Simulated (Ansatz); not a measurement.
Start from Zr in the hcp (Mg type) structure (space group P6_3/mmc, No. 194).

```xyz
2
Lattice="3.2316 0.0000 0.0000 -1.6158 2.7986 0.0000 0.0000 0.0000 5.1736" Properties=species:S:1:pos:R:3 pbc="T T T"
Zr     0.0000     1.8658     3.8802
Zr     1.6158     0.9329     1.2934
```

Level of theory: DFT with PBE, PAW potentials and a 420 eV plane-wave cutoff in Ansatz (an electronic-structure program), spin-orbit coupling left out, earlier PAW set.

One change was made to it. Results:

```json
[
 {"quantity": "shortest interatomic distance", "base": "318.9 pm", "after": "295.1 pm"},
 {"quantity": "c/a ratio", "base": "1.601", "after": "1.671"}
]
```

Problem. Which of these changes matches the shifts?
(A) pressure 60 GPa
(B) pressure 30 GPa
(C) pressure −1 GPa
(D) pressure 9 GPa
(E) pressure −2 GPa

Solution. B, pressure 30 GPa. For comparison, the shortest interatomic distance in the other runs: pressure 60 GPa gives 276.5 pm; pressure −1 GPa gives 320.0 pm; pressure 9 GPa gives 311.0 pm; pressure −2 GPa gives 321.2 pm.

Load acts through the strain it causes; cell and atoms are relaxed under it. Whether these cells are dynamically stable was not tested. All final runs are without spin polarisation. Measured, Zr leaves this structure (for the ω phase) near 3 GPa (temperature not stated; as listed in C. Cazorla, D. Alfè, M. J. Gillan, Physical Review B (2008)).
